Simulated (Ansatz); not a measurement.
**Pd: stress against strain**

Pd (fcc, Fm-3m, 14.577 Å³/atom at rest) under an equal strain ε in the (001) plane with the normal axis free, as in a coherent film. PBEsol in Ansatz, a plane-wave DFT program (PAW, default set), 420 eV, 29×29×29 Γ-centred mesh, Fermi-Dirac smearing 0.10 eV; ions are relaxed within the symmetry of each cell. Stress is positive for a compressed cell.

Here s stands for strain and y for stress xx.

| strain (%) | stress xx (GPa) |
|---|---|
| -1.50 | 2.82 |
| -1.00 | 1.80 |
| -0.50 | 0.86 |
| 0.00 | 0.00 |
| 0.50 | -0.78 |
| 1.00 | -1.48 |
| 1.50 | -2.10 |
| 3.00 | ? |

Problem. Fit y against s with a straight line, and predict the withheld value at s = 3.00.

Solution. Means: s 0, y 0.160. About the means, the sum of products is -11.480 and the sum of squares of s is 7.0000; the slope is their ratio. Least squares gives y = 0.160 - 1.6400·s. Residuals (row less fit): 0.200, 0.000, -0.120, -0.160, -0.120, 0.000, 0.200; standard error 0.164 (degrees of freedom: 5). The slope gives the biaxial elastic modulus of this plane = 164 ± 6 GPa. At the withheld row, y = 0.160 - 1.6400 × 3.0 = -4.760 GPa. The calculation gives -3.53 GPa, 1.230 GPa above the prediction (19.4 % of the range of y in the table). The row lies outside the fitted rows, so this is an extrapolation. From the scatter of the fitted rows alone, a prediction at this place has a standard error of 0.255 GPa, so the miss is 4.8 times that.

One order more, fitted to all 13 runs of the series, follows each within 0.03, so the miss is the next term of a smooth law. In a metal these values are sensitive to mesh and smearing; energies are taken to zero smearing, stresses follow the free energy. Rows are the converged runs of the series near zero and its far end; series whose fitted rows scatter by over a few per cent of the range, as at a crossing or softening among them, aren't shown in this form. Most that stay on the fit to the last digits aren't either.
